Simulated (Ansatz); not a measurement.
Start from Ca(OH)₂ (space group P-3m1, No. 164; a = 3.561 Å, c = 4.768 Å; layered).

Method: PBEsol/PAW in Ansatz (a first-principles code), no spin-orbit coupling.

Base values:

- Volume per atom: 10.47 Å³
- Electron mass: 0.53 mₑ along c, 0.45 mₑ across (at Γ)

The change: cell and atoms relaxed at a pressure of 15 GPa.

Question: Estimate the effect on the volume per atom.

Answer: The volume per atom decreases by 1.98 Å³, from 10.47 Å³ to 8.49 Å³.

Question: What does the calculation give for the electron mass after the change?

Answer: The electron mass becomes 0.51 mₑ along c, 0.43 mₑ across (at Γ) (base: 0.53 mₑ along c, 0.45 mₑ across (at Γ)).

The levels and masses belong to the bands next to the band gap. Load acts through the strain it causes; cell and atoms are relaxed under it. Masses are band curvatures over ±0.01 Å⁻¹ around the edge. Whether these cells are dynamically stable was not tested. Competing high-pressure phases were not computed. No dispersion term is included in the PBEsol runs.
